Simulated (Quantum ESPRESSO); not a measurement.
Input and output of a self-consistent single point for Li₃Ag (I4mm, 4 atoms in the cell) (Quantum ESPRESSO).

Method of the run: PBEsol, GBRV 1.5 ultrasoft (PBESOL) pseudopotentials (plane waves; Quantum ESPRESSO 7.5).

```
Li3Ag
1.0
   -2.10280     2.10280     3.65758
    2.10280    -2.10280     3.65758
    2.10280     2.10280    -3.65758
Li Ag
3 1
Cartesian
  2.10280   0.00000   1.82879
  0.00000   2.10280   1.82879
  0.00000   0.00000   3.70758
  0.00000   0.00000   0.00000
```

Reference input (self-consistent single point, DFT, PBEsol, plane waves, GBRV 1.5 ultrasoft (PBESOL) pseudopotentials): ecutwfc = 40 Ry; ecutrho = 320 Ry; occupations = smearing; smearing = gaussian; degauss = 0.0073499 Ry; potentials = {Li: li_pbesol_v1.4.uspp.F.UPF, Ag: ag_pbesol_v1.4.uspp.F.UPF}; K_POINTS = automatic 5 5 5 0 0 0; conv_thr = 1e-09 Ry; mixing_beta = 0.4. This run's input differs from it in these lines:

```diff
@@ -16,3 +16,3 @@
     smearing = 'gaussian',
-    degauss = 0.0073499,
+    degauss = 0.073499,
 /
@@ -35,3 +35,3 @@
 K_POINTS automatic
-5 5 5  0 0 0
+8 8 8  0 0 0
```

Log, with long lists cut:

```
     Self-consistent Calculation

     iteration #  1     ecut=    40.00 Ry     beta= 0.40

     total energy              =    -323.73713526 Ry
     estimated scf accuracy    <      33.65422898 Ry

     iteration #  2     ecut=    40.00 Ry     beta= 0.40

     total energy              =    -338.99601575 Ry
     estimated scf accuracy    <      10.34467265 Ry

     iteration #  3     ecut=    40.00 Ry     beta= 0.40

     total energy              =    -338.74574318 Ry
     estimated scf accuracy    <       2.42067213 Ry

   [... 12 blocks of this kind left out ...]

     iteration # 16     ecut=    40.00 Ry     beta= 0.40

     total energy              =    -338.72350584 Ry
     estimated scf accuracy    <          9.0E-09 Ry

     iteration # 17     ecut=    40.00 Ry     beta= 0.40
     End of self-consistent calculation

     the Fermi energy is     5.7575 ev

!    total energy              =    -338.72350584 Ry
     estimated scf accuracy    <          4.3E-10 Ry
     smearing contrib. (-TS)   =      -0.05005606 Ry
     internal energy E=F+TS    =    -338.67344978 Ry

     convergence has been achieved in  17 iterations

     Forces acting on atoms (cartesian axes, Ry/au):

     atom    1 type  1   force =     0.00000000    0.00000000    0.00226074
     atom    2 type  1   force =     0.00000000    0.00000000    0.00226074
     atom    3 type  1   force =     0.00000000    0.00000000   -0.00419166
     atom    4 type  2   force =     0.00000000    0.00000000   -0.00032981

     Total force =     0.005282     Total SCF correction =     0.000002

          total   stress  (Ry/bohr**3)                   (kbar)     P=       -1.03
  -0.00000583  -0.00000000  -0.00000000           -0.86       -0.00       -0.00
  -0.00000000  -0.00000583   0.00000000           -0.00       -0.86        0.00
  -0.00000000  -0.00000000  -0.00000929           -0.00       -0.00       -1.37

   JOB DONE.
```

The run converged in 17 iterations. Against the reference run the free energy drops by 85.1 meV/atom, the pressure goes from -0.46 to -0.10 GPa and the largest force moves little (0.111 to 0.108 eV/Å). The full log also holds: “c_bands:  1 eigenvalues not converged”.

The starting cell comes from a database of computed structures (which also holds hypothetical and non-ambient phases and stackings), without a prior relaxation at this level. Its lattice was rescaled by up to half a per cent. One atom was moved a little off its site on purpose.

Cost on one core of a shared machine: roughly 50 s.
